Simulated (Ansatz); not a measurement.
Base system: WC (space group P-6m2, No. 187; a = 2.8991 Å, c = 2.8268 Å; relaxed with 0.1 eV smearing).

Level of theory: PBEsol, PAW, 420 eV (Ansatz, a first-principles code; scalar-relativistic without spin-orbit coupling).

Before the change:

```
Quantity    Value
--------  -------
Pressure  0.0 GPa
Band gap     zero
```

One thing is altered: an isotropic linear strain of +3.00 %; the atoms relax in the strained cell.

How does this affect the energy relative to the base, pressure and band gap?

The energy grows by 97 meV/atom; the pressure (mean of the normal stresses, compression positive) goes from zero to -30.1 GPa; the band gap remains zero.

No phonon test of stability was made. The final runs are not spin-polarised.
